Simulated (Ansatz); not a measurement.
Consider the following.

```yaml
crystal:
  lattice:
    - [0.02982, 1.83284, 1.78880]
    - [1.83284, 0.02982, 1.78880]
    - [1.86265, 1.86265, 0.00000]
  atoms:
    - { symbol: B, position: [0.00024, 0.00024, 0.99976] }
    - { symbol: N, position: [0.24976, 0.24976, 0.25024] }
```

Calculation: r2SCAN, rigid bands (plane waves, PAW, scalar-relativistic; Ansatz, an electronic-structure program). Condition of this run: uniaxial stress along [110] of -27 GPa (compression positive) (the target of the relaxation). Geometry: cell and atoms relaxed with PBEsol, then loaded as said.

Problem. What conductivity effective mass do dilute electrons have at 300 K?

Solution. 0.30 (x), 0.30 (y), 0.85 (z) mₑ.

Problem. Predict the hole conductivity mass (n e² τ/σ) at 300 K, by direction if it differs.

Solution. 0.64 (x), 0.64 (y), 0.72 (z) mₑ.

Problem. And the band gap?

Solution. 4.48 eV at this level; semilocal functionals usually fall short of the measured gap.

Rigid bands, one relaxation time for all states, no polarons. Spin-orbit coupling is left out. Geometry: cell and atoms relaxed with PBEsol.
